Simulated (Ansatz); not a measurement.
## MgS: response to strain

Consider MgS in the rock salt structure (space group Fm-3m, No. 225; a = 5.2030 Å). Axes: x, y, z lie along the cube axes.

Strains are applied to the cell and any free atomic positions relax; under biaxial strain the out-of-plane vector relaxes too.

Level of theory: r2SCAN (Ansatz, an electronic-structure program), without spin-orbit coupling.

Notes on the quantities. energy relative to the base: free energy F.

| biaxial strain, plane normal [111], relaxed out of plane (%) | energy relative to the base (meV/atom) |
|---|---|
| -2.5 | 13.1 |
| -2.08 | ? |
| -1.67 | 5.7 |
| -1.25 | 3.2 |
| -0.83 | 1.4 |
| -0.42 | 0.4 |
| 0 | 0.0 |

Q: Fit ΔE = Aε² + Bε³ (ε in %) to the rows shown and predict the withheld row.

A: Least squares on the printed values gives A = 1.97 and B = -0.048 meV/atom (largest residual 0.0 meV/atom); this predicts 9.0 meV/atom, and the run gives 9.0 meV/atom, in agreement.

Stability against distortions was not tested.
